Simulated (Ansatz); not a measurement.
Take CuI in the zinc blende structure (space group F-43m, No. 216; a = 5.8619 Å) as the base. Axes: x, y, z lie along the cube axes.

All numbers come from Kohn–Sham DFT with the LDA functional, run in Ansatz (a quantum-chemistry and plane-wave program) with PAW and 420 eV plane waves, no SOC.

Before the change:

- Valence-band top at Γ = 0.00, 0.00, 0.00 eV
- Valley order = Γ 1.22 eV; L along ⟨111⟩ 2.12 eV; X along ⟨100⟩ 2.41 eV
- Electron mass = 0.14 mₑ (at Γ)

The change: a pure shear with ε_xy = ε_yx = 0.0029; the atoms relax in the strained cell.

What does the calculation give for the stress, valence-band top at Γ, valley order and electron mass after the change?

The stress (xx, yy, zz, yz, xz, xy; compression positive) comes out as (0.00, 0.00, 0.00, 0.00, 0.00, -0.16) GPa; the valence-band top at Γ (three highest levels, from the VBM) goes from 0.00, 0.00, 0.00 eV to 0.00, -0.01, -0.01 eV; the valley order (the lowest conduction-band minima on the path, energy above the VBM, named in the base's zone) becomes Γ 1.22 eV; L along [1-11] 2.09 eV; L along [11-1] 2.13 eV; X along [001] 2.39 eV (base: Γ 1.22 eV; L along ⟨111⟩ 2.12 eV; X along ⟨100⟩ 2.41 eV); the electron mass stays 0.14 mₑ (at Γ).

With I present, leaving out spin-orbit coupling can change the band edges. The levels and masses belong to the bands next to the band gap. Effective masses come from finite differences of ±0.01 Å⁻¹. Stability against distortions was not tested. The final runs are not spin-polarised.
